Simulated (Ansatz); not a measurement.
Start from AlBiO3 in the cubic perovskite structure (space group Pm-3m, No. 221; a = 3.7535 Å; a cell from a computed database, its experimental status unchecked). Axes: x, y, z lie along the cube axes.

Perturbation: uniaxial strain ε_yy = +4.77 %, all other strain components held at zero, atoms relaxed at fixed cell.

Levels (all Ansatz, a first-principles code, PAW): PBEsol (420 eV, no spin-orbit coupling); PBEsol+SOC (420 eV, with spin-orbit coupling).

The geometry is relaxed with PBEsol.

* **PBEsol electron mass**: 0.21 mₑ along x, 0.22 mₑ along y, 0.13 mₑ along z (at X)
* **PBEsol pressure**: -8.11 GPa
* **PBEsol lowest conduction level above the VBM at special points**: X 0.98 eV; Z 1.41 eV; M 2.54 eV; R 2.96 eV
* **PBEsol width of the top valence band**: 1.41 eV

Task: How does going to PBEsol+SOC change the electron mass, pressure, lowest conduction level above the VBM at special points and width of the top valence band?

Result: The electron mass goes from 0.21 mₑ along x, 0.22 mₑ along y, 0.13 mₑ along z (at X) to 0.21 mₑ along x, 0.23 mₑ along y, 0.12 mₑ along z (at X); the pressure increases by 0.65 GPa (-8.11 GPa → -7.46 GPa); the lowest conduction level above the VBM at special points goes from X 0.98 eV; Z 1.41 eV; M 2.54 eV; R 2.96 eV to X 0.60 eV; Z 1.00 eV; M 1.86 eV; R 1.98 eV; the width of the top valence band drops by 0.042 eV, from 1.41 eV to 1.36 eV.

Single points use the geometry relaxed with PBEsol. The spin-orbit shifts are approximate. With Bi present, leaving out spin-orbit coupling can change the band edges. The levels and masses belong to the bands next to the band gap. Masses are band curvatures over ±0.01 Å⁻¹ around the edge. Whether these cells are dynamically stable was not tested. Many cubic perovskites are stable only at high temperature; tilts and polar distortions were not tested. Labels are those of the standard path for the cell's own space group.
